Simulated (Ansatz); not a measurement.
Input and output of a relaxation of cell and atoms for YMg3 (Fm-3m, 4 atoms in the cell) (Ansatz, an electronic-structure program).

Method: LDA (PW92), default PAW files made with PBE (plane waves; Ansatz).

```yaml
crystal:
  lattice:
    - [0.00000, 3.64979, 3.64979]
    - [3.64979, 0.00000, 3.64979]
    - [3.64979, 3.64979, 0.00000]
  atoms:
    - { symbol: Y, position: [0.00000, 0.00000, 0.00000] }
    - { symbol: Mg, position: [0.25000, 0.25000, 0.25000] }
    - { symbol: Mg, position: [0.75000, 0.75000, 0.75000] }
    - { symbol: Mg, position: [0.50000, 0.50000, 0.50000] }
```

Reference input (self-consistent single point, DFT, LDA (PW92), plane waves, default PAW files made with PBE): basis.ecutwfc = 30.9 Ry; kpoints.mp_grid.grid = 6 6 6; hamiltonian.xc = lda; hamiltonian.pseudopotentials = {kind: paw} (the program's default PAW files); scf.occupations.method = gaussian; scf.occupations.width = 0.02 Ry. This run's input differs from it in these lines:

Ansatz 0.2 input:
```diff
@@ -12,3 +12,3 @@
 basis:
-  ecutwfc: 30.9 Ry
+  ecutwfc: 43.4 Ry
 kpoints:
@@ -20,2 +20,4 @@
   occupations: { method: gaussian, width: 0.02 Ry }
+relax:
+  cell: {}
 output:
```

The program printed (abridged):

```
   [... SCF lines of the steps left out ...]
relax step   1: F+E_penalty+E_count = -9450.76200117 eV  Δ(F+E_penalty+E_count) = +0.000e0 eV  max|allowed force component| = 2.024e-18 eV/Å  Δτ_max = 0.0000 Å  P = -2.403 GPa  Ω = 97.237 Å³  (6 SCF iters, dr2 threshold 1.00e-7 eV, accepted)
relax step   2: F+E_penalty+E_count = -9450.80633039 eV  Δ(F+E_penalty+E_count) = -4.433e-2 eV  max|allowed force component| = 1.821e-17 eV/Å  Δτ_max = 0.0000 Å  P = -0.017 GPa  Ω = 91.640 Å³  energy of the carried Pulay correction = +2.897e-5 eV  [...]
relax step   3: F+E_penalty+E_count = -9450.80629830 eV  Δ(F+E_penalty+E_count) = +3.208e-5 eV  max|allowed force component| = 2.168e-17 eV/Å  Δτ_max = 0.0000 Å  P = -0.017 GPa  Ω = 91.640 Å³  stress off target by 1.67e-2 GPa  SCF on the basis [...]
basis re-selected at this cell: Δ(F+E_penalty+E_count) = +3.208e-5 eV, ΔP = +0.000 GPa vs the last step
the relaxation is at rest under the 48 symmetry operations that the run kept from its start: a minimum is not shown …
Stability not checked: this state was not tested for a lower state beside it, because too few of the mixer's solves of this state at the end of the SCF gave a …
Free energy (F): -9450.806298 eV
Internal energy: -9450.740248 eV  (E = F + TS)
   [... lines left out ...]
Fermi energy:    7.504155 eV
  cell:  # Å, volume = 91.6396 Å³
   [... lines left out ...]
    - [3.5783624087482293, 3.5783624087482293, -2.2929174148030154e-34]
  atoms:
    - { symbol: Y, position: [-2.1684043449710085e-18, -2.1684043449710085e-18, -2.1684043449710085e-18] }
    - { symbol: Mg, position: [0.2499999999999999, 0.2499999999999999, 0.2499999999999999] }
    - { symbol: Mg, position: [0.75, 0.75, 0.75] }
    - { symbol: Mg, position: [0.49999999999999994, 0.49999999999999994, 0.49999999999999994] }
```

The run converged. 

Summary of the result:
```
Property                                                                            Value
-----------------------------------------------  ----------------------------------------
Free energy E − TS (on the zero of these files)                             -9450.8063 eV
Fermi level (on the code's own zero)                                              7.50 eV
Pressure                                                                        -0.02 GPa
Final cell                                       a = b = c = 5.0606 Å, α = β = γ = 60.00°
Final volume per atom                                                            22.91 Å³
Relaxation steps                                                                        3
```

The starting cell comes from a database of computed structures (which also holds hypothetical and non-ambient phases and stackings), without a prior relaxation at this level. The relaxation keeps the symmetry of its start, so its end need not be a minimum. Ansatz's pressure includes its estimate of the finite-basis (Pulay) stress.
